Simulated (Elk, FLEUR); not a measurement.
An Elk input for a self-consistent single point of Rh (Fm-3m, 1 atom in the cell) (DFT, PBE, all-electron FP-LAPW, Elk's shipped species files, default APW+lo basis):

```
tasks
  0

xctype
  20

rgkmax
  7.0

rmtscf
  0.92

stype
  0

swidth
  0.00734986

scale
  5.077704998

avec
    0.0000000000    0.7071067812    0.7071067812
    0.7071067812    0.0000000000    0.7071067812
    0.7071067812    0.7071067812    0.0000000000

sppath
  './'

atoms
  1   : nspecies
  'Rh.in'   : spfname
  1   : natoms; atposl, bfcmt below
  0.0000000000  0.0000000000  0.0000000000    0.0 0.0 0.0

ngridk
  15 15 15
```

Question: Give the FLEUR input for the same structure, mesh, smearing and functional.

Answer: This is the input that was run; spellings and numerical settings could be chosen otherwise.

Input of the input generator:

```
Rh
&input film=f /
-0.0000000000 3.5904796368 3.5904796368
3.5904796368 -0.0000000000 3.5904796368
3.5904796368 3.5904796368 -0.0000000000
1.0
1.0 1.0 1.0

1
45 0.0000000000 0.0000000000 0.0000000000

&comp jspins=1 /
&kpt div1=15 div2=15 div3=15 /
&end /
```

```xml
<?xml version="1.0" encoding="UTF-8" standalone="no"?>
<fleurInput fleurInputVersion="0.39">
   <comment>
      Rh                                                                                                  
   </comment>
   <calculationSetup>
      <cutoffs Kmax="4.3" Gmax="17.2" GmaxXC="17.2" numbands="0"/>
      <scfLoop itmax="60" minDistance="0.00001" maxIterBroyd="40" imix="Anderson" alpha="0.05" precondParam="0.0" spinf="2.0"/>
      <coreElectrons ctail="T" frcor="F" kcrel="0" coretail_lmax="0"/>
      <xcFunctional name="pbe" relativisticCorrections="F"/>
      <magnetism jspins="1"/>
      <soc l_soc="F" theta="0.0" phi="0.0" spav="F"/>
      <expertModes spex="0" secvar="F"/>
      <geometryOptimization l_f="T" forcealpha="1.0" forcemix="BFGS" epsdisp="0.00001" epsforce="0.00001"/>
      <ldaU l_linMix="F" mixParam="0.05" spinf="1.0"/>
   </calculationSetup>
   <cell>
      <bzIntegration valenceElectrons="15.0" mode="gauss" fermiSmearingEnergy="0.00734986">
         <kPointListSelection listName="default-1"/>
         <!-- k-points included here -->
         <xi:include xmlns:xi="http://www.w3.org/2001/XInclude" href="kpts.xml"> </xi:include>
      </bzIntegration>
      <!-- symmetry operations included here -->
      <xi:include xmlns:xi="http://www.w3.org/2001/XInclude" href="sym.xml"> </xi:include>
      <bulkLattice scale="1.0">
         <bravaisMatrix>
            <row-1>    0.0000000000000000     3.5904796368000000     3.5904796368000000</row-1>
            <row-2>    3.5904796368000000     0.0000000000000000     3.5904796368000000</row-2>
            <row-3>    3.5904796368000000     3.5904796368000000     0.0000000000000000</row-3>
         </bravaisMatrix>
      </bulkLattice>
   </cell>
   <atomSpecies>
      <species name="Rhodium (Rh)" element="Rh" atomicNumber="45">
         <mtSphere radius="2.33" gridPoints="819" logIncrement="0.016"/>
         <atomicCutoffs lmax="10" lnonsphr="8"/>
         <electronConfig flipSpins="F">
            <coreConfig>(1s1/2) (2s1/2) (2p1/2) (2p3/2) (3s1/2) (3p1/2) (3p3/2) (4s1/2) (3d3/2) (3d5/2)</coreConfig>
            <valenceConfig>(4p1/2) (4p3/2) (5s1/2) (4d3/2) (4d5/2)</valenceConfig>
            <stateOccupation state="(5s1/2)" spinUp="0.5" spinDown="0.5"/>
            <stateOccupation state="(4d3/2)" spinUp="1.6" spinDown="1.6"/>
            <stateOccupation state="(4d5/2)" spinUp="2.4" spinDown="2.4"/>
         </electronConfig>
         <energyParameters s="5" p="5" d="4" f="4"/>
         <lo type="SCLO" l="1" n="4" eDeriv="0"/>
      </species>
   </atomSpecies>
   <atomGroups>
      <atomGroup species="Rhodium (Rh)">
         <relPos label="                   1">.0000000000 .0000000000 .0000000000</relPos>
         <force calculate="T" relaxXYZ="TTT"/>
      </atomGroup>
   </atomGroups>
   <output dos="F" band="F" slice="F">
      <checks vchk="F" cdinf="F"/>
      <bandDOS minEnergy="-.5*Htr" maxEnergy="0.5*Htr" sigma="0.015" storeEVData="T"/>
      <vacuumDOS vacdos="F" integ="F" star="F" nstars="0" locx1="0.0" locy1="0.0" locx2="0.0" locy2="0.0" nstm="0" tworkf="0.0"/>
      <unfoldingBand unfoldBand="F" supercellX="1" supercellY="1" supercellZ="1"/>
      <plotting iplot="0" polar="F">
         <plot TwoD="T" vec1="  1.0  0.0  0.0" vec2="  0.0  1.0  0.0" vec3="  0.0  0.0  1.0" zero="  0.0  0.0  0.0" file="plot"/>
      </plotting>
      <chargeDensitySlicing numkpt="0" minEigenval="0.0" maxEigenval="0.0" nnne="0" pallst="F"/>
      <specialOutput eonly="F"/>
      <magneticCircularDichroism mcd="F" energyLo="-10.0" energyUp="0.0"/>
   </output>
  <!-- We include the file relax.xml here to enable relaxations (see documentation) -->
  <xi:include xmlns:xi="http://www.w3.org/2001/XInclude" href="relax.xml"> <xi:fallback/> </xi:include>
</fleurInput>
```

Basis settings and potentials, where a program has them, do not carry over. This input uses DFT, PBE, all-electron FLAPW (FLEUR), scalar-relativistic valence.

The starting cell has typed, rounded lattice constants, without a prior relaxation at this level.
